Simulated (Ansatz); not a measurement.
# AlAs, point defects

Take a 24-atom supercell of AlAs in the zinc blende structure (space group F-43m, No. 216) at its relaxed geometry as the base.

```
CELL_PARAMETERS angstrom
      0.00000     5.67466     5.67466
      5.67466    -5.67466     5.67466
      5.67466     5.67466     0.00000
ATOMIC_POSITIONS crystal
  As 0.50000 0.25000 0.50000
  As 0.50000 0.25000 0.00000
  As 0.66667 0.58333 0.66667
  As 0.66667 0.58333 0.16667
  As 0.83333 0.91667 0.83333
  As 0.83333 0.91667 0.33333
  As 0.00000 0.25000 0.50000
  As 0.00000 0.25000 0.00000
  As 0.16667 0.58333 0.66667
  As 0.16667 0.58333 0.16667
  As 0.33333 0.91667 0.83333
  As 0.33333 0.91667 0.33333
  Al 0.00000 0.00000 0.00000
  Al 0.00000 0.00000 0.50000
  Al 0.16667 0.33333 0.16667
  Al 0.16667 0.33333 0.66667
  Al 0.33333 0.66667 0.33333
  Al 0.33333 0.66667 0.83333
  Al 0.50000 0.00000 0.00000
  Al 0.50000 0.00000 0.50000
  Al 0.66667 0.33333 0.16667
  Al 0.66667 0.33333 0.66667
  Al 0.83333 0.66667 0.33333
  Al 0.83333 0.66667 0.83333
```

One neutral defect a cell, atoms relaxed at fixed cell.

Level of theory: PBEsol, PAW, 420 eV (Ansatz, a first-principles code; without spin-orbit coupling).

```json
[
 {"change": "perfect supercell", "total moment of the cell": "–", "pressure": "0.0 GPa", "largest displacement of a host atom from its site in the perfect cell": "–"},
 {"change": "Li interstitial (started 2.46 Å from the nearest host atom)", "total moment of the cell": "0.0 μB", "pressure": "0.5 GPa", "largest displacement of a host atom from its site in the perfect cell": "0.05 Å"},
 {"change": "As interstitial (started 2.32 Å from the nearest host atom)", "total moment of the cell": "0.1 μB", "pressure": "2.8 GPa", "largest displacement of a host atom from its site in the perfect cell": "1.34 Å"},
 {"change": "Cu on a Al site", "total moment of the cell": "0.0 μB", "pressure": "-0.8 GPa", "largest displacement of a host atom from its site in the perfect cell": "0.09 Å"}
]
```

The magnetic state is the one reached from the starting moments; the real material's order can differ, and small cells can't hold many antiferromagnetic ones. In so small a cell the defect repeats every few ångströms: this is an ordered compound, not a dilute defect. A case with no gap was solved on a k-mesh chosen for an insulator, which is coarse for it. Seeded moments were not kept for Li interstitial (started 2.46 Å from the nearest host atom), As interstitial (started 2.32 Å from the nearest host atom) and Cu on a Al site.
